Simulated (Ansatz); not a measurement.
## Ansatz run on Ga (Cmce, 4 atoms in the cell): self-consistent single point

Computed with PBEsol, default PAW files made with PBE (plane waves; Ansatz, a program for electronic structure).

Input as run:

Ansatz 0.2 input:
```yaml
crystal:
  lattice:
    - [2.248700, -3.810850, 0.000000]
    - [2.248700, 3.810850, 0.000000]
    - [0.000000, 0.000000, 4.507350]
  atoms:
    - { symbol: Ga, position: [0.154900, 0.845100, 0.919000] }
    - { symbol: Ga, position: [0.345100, 0.654900, 0.419000] }
    - { symbol: Ga, position: [0.654900, 0.345100, 0.581000] }
    - { symbol: Ga, position: [0.845100, 0.154900, 0.081000] }
basis:
  ecutwfc: 30.9 Ry
kpoints:
  mp_grid: { grid: [9, 9, 7] }
hamiltonian:
  xc: pbesol
  pseudopotentials: { kind: paw }
scf:
  occupations: { method: gaussian, width: 0.0073 Ry }
output:
  forces: true
  eigenvalues: true
  stress: true
```

Output, abridged:

```
WARN ansatz: RAYON_NUM_THREADS=1 ignored (pool sized by the plan → 1); use --threads N
Pseudopotentials: kind: paw
Pseudopotential: Ga, paw, valence charge 13
Crystal: 4 atoms, lattice volume = 77.251 Å³
Basis set: ecut = 420.4159175005146 eV, 1517 PW (Γ), exchange–correlation on 60×60×64 points (8 copies of the dense FFT grid, shifted against one another)
Bands: 32, of which v1, the nominal top of the filled ones, is band 26 counted from 1 (25 counted from 0)
Symmetry: 8 space group operations
Space group: Cmce (ITA 64), of the structure as read, at distance tolerance 4.3e-5 Å
k-points: 100 of 567
PAW frozen core: Ga, regenerated for the run's functional, and the local potential with it
Initial density: superposition of atomic densities (neutral atoms: chi_scale 0, normalization atom), corrected by the library's trained network
Initial wavefunctions: pseudopotential atomic-orbital guess
Eigensolver: davidson
Functional: x = pbesol(κ = 0.804, μ = 0.12345679012345678), c = pbesol(β = 0.046)
SCF iter   1: F=—  HF=-14972.808005 eV  |F-HF|=—  |Δ(HF+E_count)|=         —  Δρ=2.09e-3  dr2=3.60e-3  ethr=1.77e-3  ⟨swp⟩=5.7  Hψ=12255  notcnv=0
all-band conjugate gradients solve this SCF's bands
preconditioner: auto → Kerker (q_TF=auto, 2.554 Å⁻¹)
SCF iter   2: F=—  HF=-14972.803915 eV  |F-HF|=—  |Δ(HF+E_count)|=   4.09e-3  Δρ=1.29e-3  dr2=1.60e-3  ethr=6.91e-6  ⟨swp⟩=2.1  Hψ=6099  notcnv=0
SCF iter   3: F=—  HF=-14972.803624 eV  |F-HF|=—  |Δ(HF+E_count)|=   2.90e-4  Δρ=4.13e-4  dr2=2.93e-4  ethr=3.07e-6  ⟨swp⟩=2.7  Hψ=5722  notcnv=0
SCF iter   4: F=—  HF=-14972.803589 eV  |F-HF|=—  |Δ(HF+E_count)|=   3.49e-5  Δρ=1.99e-4  dr2=5.45e-5  ethr=5.64e-7  ⟨swp⟩=2.0  Hψ=5609  notcnv=0
SCF iter   5: F=—  HF=-14972.803583 eV  |F-HF|=—  |Δ(HF+E_count)|=   6.53e-6  Δρ=2.55e-4  dr2=2.30e-5  ethr=1.05e-7  ⟨swp⟩=2.0  Hψ=5671  notcnv=0
SCF iter   6: F=—  HF=-14972.803569 eV  |F-HF|=—  |Δ(HF+E_count)|=   1.35e-5  Δρ=4.29e-5  dr2=9.45e-7  ethr=4.43e-8  ⟨swp⟩=2.0  Hψ=5066  notcnv=0
SCF iter   7: F=—  HF=-14972.803569 eV  |F-HF|=—  |Δ(HF+E_count)|=   5.28e-7  Δρ=1.93e-5  dr2=1.52e-7  ethr=1.82e-9  ⟨swp⟩=2.0  Hψ=5670  notcnv=0
SCF iter   8: F=-14972.803569 eV  HF=-14972.803569 eV  |F-HF|=6.91e-8  |Δ(HF+E_count)|=   5.36e-8  Δρ=9.77e-6  dr2=3.83e-8  ethr=1.92e-10  ⟨swp⟩=7.0  Hψ=12663  notcnv=0
SCF 1 converged in 8 iterations: F = -14972.803569 eV  dr2 = 3.83e-8
SCF converged after 8 iterations
Free energy (F): -14972.803569 eV
Harris-Foulkes:  -14972.803569 eV  (|F-HF|=6.91e-8)
Internal energy: -14972.800009 eV  (E = F + TS)
E sigma→0 (E₀):  -14972.801789 eV
Entropy (-TS):   -0.003560 eV (-0.890 meV/atom)
Fermi energy:    9.073421 eV
--- Per-component energies (eV) ---
  E_band       = -177.978671
  E_kinetic    = 462.264091
  E_local      = -7556.390235  (includes V_loc(G=0)·N_el)
  E_nonlocal   = 1695.325083
  E_hartree    = 3541.540938
  E_xc         = -275.724875
  E_vxc        = -234.121658  (∫ρ·V_xc dr)
  E_paw        = -7788.044129  (= ΣΔE_a)
  E_vpaw       = -1628.159841  (= ΣTr[D̂ρ^β])
  E_aug_tail   = -0.000431  (compensation charges beyond the density's cutoff)
  E_ewald      = -5055.222364
  E_core_change = 3.451911  (= ΣΔE_core)
  E_smearing   = -0.003560  (= −TS)
  E_closure    = -0.000000  (closes the sum)
  Σ components = -14972.803569   (vs F -14972.803569, Δ=0.00e0)
--- Forces (eV/Å), atoms counted from 1 ---
  atom   1  Ga    -0.00000000    -0.11438317    -0.04652672
  atom   2  Ga     0.00000000     0.11438317    -0.04652672
  atom   3  Ga    -0.00000000    -0.11438317     0.04652672
  atom   4  Ga     0.00000000     0.11438317     0.04652672
  max |Σ_I F_I| component: 0.00e0 eV/Å
--- Stress (GPa, compression-positive) ---
       -0.772847       0.000000       0.000000
        0.000000      -0.293596       0.000000
        0.000000       0.000000      -1.207447
  P = ⅓ Tr σ = -0.7580 GPa (-7.580 kbar)
  The stress holds the Pulay correction. Without it, at fixed plane waves, as pw.x and ABINIT print it: P = -0.7968 GPa
--- Band table (eV; the first three rows and the last of 100) ---
  k-point 0: bands = ["-6.0470", "-6.0436", "-6.0175", "-5.9961", "-5.9650", "-5.9397", "-5.8836", "-5.8259", "-5.8048", "-5.7836", "-5.7780", "-5.7690", "-5.7628", "-5.7239", "-5.6982", "-5.6426", "-5.5898", "-5.5743", "-5.5554", "-5.4660", [...]
  k-point 1: bands = ["-6.0538", "-6.0365", "-6.0058", "-6.0031", "-5.9647", "-5.9350", "-5.8847", "-5.8605", "-5.8093", "-5.7990", "-5.7717", "-5.7466", "-5.7434", "-5.7154", "-5.7150", "-5.6267", "-5.5894", "-5.5740", "-5.5571", "-5.4730", [...]
  k-point 2: bands = ["-6.0531", "-6.0155", "-6.0079", "-6.0067", "-5.9622", "-5.9429", "-5.8982", "-5.8548", "-5.8444", "-5.8355", "-5.7561", "-5.7391", "-5.7281", "-5.7205", "-5.6741", "-5.6013", "-5.5870", "-5.5756", "-5.5624", "-5.4947", [...]
  k-point 99: bands = ["-6.0836", "-6.0521", "-6.0000", "-5.9921", "-5.9881", "-5.9685", "-5.9288", "-5.8961", "-5.8260", "-5.7835", "-5.7308", "-5.7219", "-5.6873", "-5.6732", "-5.6694", "-5.6430", "-5.5819", "-5.5670", "-5.5373", "-5.5176", [...]
```

The run converged in 8 iterations.

The starting cell has typed, rounded lattice constants, without a prior relaxation at this level. Its lattice was rescaled by up to half a per cent. Ansatz's pressure includes its estimate of the finite-basis (Pulay) stress.
